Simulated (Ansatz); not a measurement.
Fermi-surface data of BSi (P6_3mc)

Data:

```xyz
4
Lattice="3.1802 0.0000 0.0000 -1.5901 2.7542 0.0000 0.0000 0.0000 5.8455" Properties=species:S:1:pos:R:3 pbc="T T T"
Si     0.0000     1.8361     2.0889
Si     1.5901     0.9181     5.0117
B      0.0000     1.8361     0.1031
B      1.5901     0.9181     3.0258
```

All values below come from PBE, rigid bands (plane waves, PAW, scalar-relativistic; Ansatz, an electronic-structure program). Condition of this run: functional PBE, cell relaxed with it. Cell: cell and atoms relaxed with PBE.

```
Property                                                              Value
------------------------------------  -------------------------------------
density of states at the Fermi level      1.52 states/(eV·cell), both spins
bare Sommerfeld coefficient                       0.90 mJ/(mol of atoms·K²)
Drude plasma energy                            8.6 (x), 8.6 (y), 4.9 (z) eV
root-mean-square Fermi velocity                                   8.6e5 m/s
resistivity times τ                   6.7 (x), 6.7 (y), 20 (z) ×10⁻²² Ω·m·s
```

A metal at this level (no band gap); rigid bands, thermally averaged at 300 K, both spins. Spin-orbit coupling is left out. τ is one relaxation time for all states.

Computed structure with no diffraction record at hand here (it may be known, metastable or hypothetical): BSi (P6_3mc).
